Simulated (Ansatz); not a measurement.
Base system: BeS in the zinc blende structure (space group F-43m, No. 216; a = 4.869 Å). Axes: x, y, z lie along the cube axes.

All numbers come from Kohn–Sham DFT with the r2SCAN functional, run in Ansatz (a quantum-chemistry and plane-wave program) with PAW and 500 eV plane waves, no spin-orbit coupling.

For the base:

| Quantity | Result |
|---|---|
| Valence-band top at Γ | 0.00, 0.00, 0.00 eV |
| Band gap | 3.59 eV |
| Smallest direct gap | 6.22 eV |
| Electron mass | 0.79 mₑ along k, 0.29 mₑ across (at X) |

One thing is altered: the cell is compressed by 2.00 % along z with no lateral relaxation, atoms relaxed at fixed cell.

Task: Estimate the effect on the valence-band top at Γ, band gap, stress, smallest direct gap and electron mass.

Result: The valence-band top at Γ (three highest levels, from the VBM) becomes 0.00, -0.11, -0.11 eV (base: 0.00, 0.00, 0.00 eV); the band gap drops by 0.23 eV to 3.36 eV; the stress (xx, yy, zz, yz, xz, xy; compression positive) is (1.37, 1.37, 3.36, 0.00, 0.00, 0.00) GPa; the smallest direct gap falls by 0.087 eV to 6.14 eV; the electron mass becomes 0.76 mₑ along k, 0.29 mₑ across (at X) (base: 0.79 mₑ along k, 0.29 mₑ across (at X)).

The cells carry an imposed strain or load. Masses are band curvatures over ±0.01 Å⁻¹ around the edge. Along k means along the line from Γ to the band edge. Whether these cells are dynamically stable was not tested.
